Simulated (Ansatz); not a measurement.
## Pressure series in Au

The parent structure is Au in the fcc (Cu type) structure (space group Fm-3m, No. 225; a = 4.0833 Å).

Cell and atoms are relaxed at each pressure.

All numbers come from PBEsol, PAW, 420 eV (Ansatz, an electronic-structure program; spin-orbit coupling left out), earlier PAW set.

Notes on the quantities. enthalpy: H = E + PV relative to the base's energy.

```csv
change,enthalpy,shortest interatomic distance
base,–,2.887 Å
pressure −2 GPa,-0.21 eV/atom,2.899 Å
pressure −1 GPa,-0.11 eV/atom,2.893 Å
pressure 1.8 GPa,+0.19 eV/atom,___
pressure 4.2 GPa,+0.44 eV/atom,2.866 Å
pressure 9 GPa,+0.93 eV/atom,2.844 Å
pressure 18 GPa,+1.83 eV/atom,2.810 Å
pressure 30 GPa,+2.98 eV/atom,___
pressure 45 GPa,+4.36 eV/atom,___
pressure 60 GPa,+5.69 eV/atom,2.704 Å
```

Problem. Fill in the withheld entries from the trend.

Solution. 
- pressure 1.8 GPa, shortest interatomic distance: 2.878 Å
- pressure 30 GPa, shortest interatomic distance: 2.773 Å
- pressure 45 GPa, shortest interatomic distance: 2.735 Å

Load acts through the strain it causes; cell and atoms are relaxed under it. No phonon test of stability was made. No other phases were tried under pressure.
